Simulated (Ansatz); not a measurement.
The starting structures come from a database of crystals and need not be the phases stable at ambient conditions.

 Where the default PAW files enter, the runs use the earlier of Ansatz's two default sets.

Tunnelling through a barrier is set by its complex band structure: the current falls as exp(−2κd) with the smallest κ.

Given:

```
BiCd4B3O10
1.0
    3.56694     0.00000     0.00000
   -1.45175     7.99807     0.00000
   -0.72588     3.99904     8.02035
Cd B Bi O
4 3 1 10
Direct
  0.83260   0.19850   0.76980
  0.83260   0.96830   0.23020
  0.15020   0.88500   0.64320
  0.15020   0.52820   0.35680
  0.58220   0.18800   0.39880
  0.58220   0.58680   0.60120
  0.21220   0.82090   0.00000
  0.49980   0.43950   0.00000
  0.58490   0.67370   0.70580
  0.58490   0.37950   0.29420
  0.78460   0.13030   0.54580
  0.78460   0.67610   0.45420
  0.38600   0.40790   0.64800
  0.38600   0.05590   0.35200
  0.26520   0.98040   0.84900
  0.26520   0.82940   0.15100
  0.10210   0.64840   0.00000
  0.92150   0.25480   0.00000
```

Space group of this cell: Cm. The cell is taken as given; by r2SCAN its mean pressure is -4.7 GPa.

Transport runs along the normal of the first two printed cell vectors.

The gap is the functional's own, uncorrected, and κ follows it; spin-orbit coupling is left out. Mid-gap values are interpolated between the computed energies.

Problem. Estimate the band gap and the smallest decay constant κ at mid-gap that r2SCAN (Ansatz, a program for electronic structure) returns for this system.

Solution. Gap 2.62 eV on a 8×4×4 mesh; κ = 0.397 1/Å, at the zone centre.
